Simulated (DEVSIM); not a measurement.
Structure: Ti/Al2O3/SiO2/p-Si capacitor, at 350 K.

Layer 1 from the left is Al2O3, thickness (nm) 19.0. Layer 2 from the left is SiO2, thickness (nm) 1.10. Layer 3 from the left is Si, thickness (nm) 3500, Na (cm⁻³) 2.7e16.

Metal gate on the left, work function 4.33 eV. Fixed charge at the semiconductor interface 0 cm⁻² (in units of +e); no interface traps.

Constants are typed, rounded textbook-type inputs, not results; the design itself was drawn at random and stands for no fabricated device. Values at 300 K; Nc and Nv go as T^1.5, mobilities as T to minus their exponent, the gap by Varshni's rule with the affinity fixed.

Al2O3: gap (eV) 6.8, affinity (eV) 1.35, permittivity 9. SiO2: gap (eV) 9, affinity (eV) 0.9, permittivity 3.9. Si: gap (eV) 1.124, affinity (eV) 4.05, permittivity 11.7, Nc (cm⁻³) 2.86e19, Nv (cm⁻³) 3.1e19, Varshni α (eV/K) 0.000473, Varshni β (K) 636.

Model (solved in DEVSIM): 1D Poisson equation in equilibrium, Boltzmann statistics, complete ionisation; no quantum confinement or tunnelling. Metal contacts follow the ideal Schottky-Mott rule: no Fermi-level pinning, no interface dipoles.

**Question.** What does the simulation give for the minimum of the low-frequency capacitance, the threshold voltage (band bending 2φF), the flat-band voltage?

**Answer.** minimum of the low-frequency capacitance 0.0571 μF/cm²; threshold voltage (band bending 2φF) 0.27 V; flat-band voltage -0.61 V.
